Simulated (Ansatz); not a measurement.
## Effect of pressure 30 GPa on Mo

Take Mo in the bcc (W type) structure (space group Im-3m, No. 229; a = 3.1296 Å) as the base.

One thing is altered: cell and atoms relaxed at a pressure of 30 GPa.

Level of theory: PBEsol/PAW in Ansatz (a first-principles code), no spin-orbit coupling. k-mesh 21×21×21 (Γ-centred); smearing 0.05 eV (Fermi–Dirac).

The volume per atom decreases by 1.30 Å³ (15.33 Å³ → 14.03 Å³) and the density goes up by 0.96 g/cm³, from 10.40 g/cm³ to 11.36 g/cm³. The lattice parameter a decreases by 0.0911 Å (3.130 Å → 3.038 Å) and the shortest interatomic distance drops by 0.079 Å, from 2.710 Å to 2.631 Å. The band gap is still zero.

Final structure:

```
Mo
1.0
   -1.51923     1.51923     1.51923
    1.51923    -1.51923     1.51923
    1.51923     1.51923    -1.51923
Mo
1
Direct
  0.00000   0.00000   0.00000
```

Cost of the whole job for the changed cell (relaxation, final SCF and bands): roughly 12 core-seconds.

Load acts through the strain it causes; cell and atoms are relaxed under it. No phonon test of stability was made. No other phases were tried under pressure. All final runs are without spin polarisation.
